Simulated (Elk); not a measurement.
Elk run on CrCo3 (Pm-3m, 4 atoms in the cell): self-consistent single point.

Method of the run: PBEsol, all-electron FP-LAPW, Elk's shipped species files, default APW+lo basis (Elk 10.2.4).

```
CrCo3
1.0
    3.49324     0.00000     0.00000
    0.00000     3.49324     0.00000
    0.00000     0.00000     3.49324
Cr Co
1 3
Direct
  0.00000   0.00000   0.00000
  0.50000   0.50000   0.00000
  0.00000   0.50000   0.50000
  0.50000   0.00000   0.50000
```
Moments meant for the start (each program seeds them in its own way; μB, in the order of the atoms Cr Co Co Co): 3.0 3.0 3.0 3.0.

Reference input (self-consistent single point, DFT, LDA (PW92), all-electron FP-LAPW, Elk's shipped species files, default APW+lo basis): xctype = 3; spinpol = true; rgkmax = 7; stype = 0; swidth = 0.00367493 Ha; ngridk = 9 9 9; reducebf = 0.7; rmtscf = 0.91; nempty = 10 per atom; bfcmt = [[0.0, 0.0, -1.5], [0.0, 0.0, -1.5], [0.0, 0.0, -1.5], [0.0, 0.0, -1.5]]. This run's input differs from it in these lines:

```diff
@@ -4,3 +4,3 @@
 xctype
-  3
+  22
```

The program printed (abridged):

```
│ Self-consistent loop started │
│ Loop number : 1 │
 total energy                :     -5241.09205466
 total moment                :    2.590386352
│ Loop number : 2 │
 total energy                :     -5238.01802346
 total moment                :    2.877086755
RMS change in Kohn-Sham potential (target) :    2.753642947     (  0.1000000000E-05)
Absolute change in total energy (target)   :    3.074031196     (  0.1000000000E-03)
│ Loop number : 3 │
 total energy                :     -5244.42476798
 total moment                :    2.437511510
RMS change in Kohn-Sham potential (target) :    2.767080292     (  0.1000000000E-05)
   [... lines left out ...]
│ Loop number : 50 │
 total energy                :     -5226.71427663
 total moment                :   0.2376242880E-02
RMS change in Kohn-Sham potential (target) :   0.1536806210E-05 (  0.1000000000E-05)
Absolute change in total energy (target)   :   0.2777722966E-04 (  0.1000000000E-03)
│ Loop number : 51 │
 total energy                :     -5226.71426080
 total moment                :   0.2441857756E-02
RMS change in Kohn-Sham potential (target) :   0.8406199738E-06 (  0.1000000000E-05)
Absolute change in total energy (target)   :   0.8882230759E-05 (  0.1000000000E-03)
Convergence targets achieved

│ Loop number : 52 │

Energies :
 Fermi                       :     0.370072868705
 xc effective B-field        :    -0.678982305858E-07
 external B-field            :      0.00000000000
 total energy                :     -5226.71424970
 (external B-field energy excluded from total)

Density of states at Fermi energy :    153.2761382
 (states/Hartree/unit cell)

Estimated indirect band gap :   0.3277851486E-03
 from k-point     21 to k-point     19
Estimated direct band gap   :   0.5807814724E-02
 at k-point     15

Charges :
 core                        :    46.00000000
 valence                     :    59.00000000
 interstitial                :    5.130366298
 muffin-tins (core leakage)
  species :    1 (Cr)
   atom    1                 :    22.32869359     (  0.2544453537E-09)
  species :    2 (Co)
   [... lines left out ...]

Moments :
 interstitial                :  -0.1789074947E-03
 muffin-tins
  species :    1 (Cr)
   atom    1                 :  -0.2671303036E-03
  species :    2 (Co)
   atom    1                 :   0.9530187986E-03
   atom    2                 :   0.9530187986E-03
   atom    3                 :   0.9530187986E-03
 total in muffin-tins        :   0.2591926092E-02
 total moment                :   0.2413018597E-02

│ Self-consistent loop stopped │
```

The run converged in 52 iterations. The count includes the last loop, which Elk runs after its targets are met. Against the reference run the size of the net moment goes from 0.12 to 0.00 μB/atom.

The starting cell comes from a database of computed structures (which also holds hypothetical and non-ambient phases and stackings), without a prior relaxation at this level. Its lattice was rescaled by a random factor within 2.5 % of one. The starting moments vanished: the run ended non-magnetic, which need not be the lowest state. Values depend on the basis (sphere radii, cutoffs, local orbitals), which need not be converged. The log's line on a gap gives a spacing of levels on this mesh, which the program prints for metals too.

Cost on one core of a shared machine: roughly 2 min.
